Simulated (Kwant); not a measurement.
Device: wire with a row of barriers in a GaN two-dimensional gas. Effective mass 0.22 mₑ, grid spacing 5 nm, hard walls, nominal width 150 nm (29 grid rows, so walls 150 nm apart), one parabolic valley, scattering region 500 nm long along x; energies count from the band bottom; Fermi energy swept from 6.0773e-05 to 0.00072167 eV. 2 barrier(s) across the wire, height 0.0017 eV, thickness 15 nm (about 3 grid columns), spaced by 80 nm.

The device is made up for the run: typed textbook-type constants, with dimensions and the other settings drawn at random.

Model: effective-mass tight-binding model on a square grid, one spin, coherent transport at 0 K (Kwant). Conductance is in e²/h.

Density of the scattering states that come in from the left lead, at energy = 0.00055957 eV, in bins, relative to the largest site value (x marks bins outside the device):

```
|                                            |
|:.  .:::.   .:-:.                           |
|=.  :-==:. .:==-:                           |
|*:  -***=:..-*#*-                           |
|%- .=#%#+-::=#@#=                           |
|%-..+%%#+-::=#@%=                           |
|%- :+##*+=-:-#@%=.                          |
|#: :+#*====::+%#=.                          |
|+. :++-:-+=:.-**=.                          |
|=  :+=:.-+=: :+*-.                          |
|-  :+=. :+=: .=+-.                          |
|-  :+=. :+=: .=+-.                          |
|=  :+=:.-+=: :+*-.                          |
|+. :++-:-+=:.-**=.                          |
|#: :+#*====::+%#=.                          |
|%- :+##*+=-:-#@%=.                          |
|%-..+%%#+-::=#@%=                           |
|%- .=#%#+-::=#@#=                           |
|*:  -***=:..-*#*-                           |
|=.  :-==:. .:==-:                           |
|:.  .:::.   .:-:.                           |
|                                            |
```
Scale: ten equal steps from 0.000 (start of ' ') to 0.987 (end of '@'), in the order ' .:-=+*#%@'; x runs from -239 to 239, y from -66.8 (bottom) to 66.8 (top).

The conductance there is 0.046 e²/h with 2 open channel(s) in the leads.
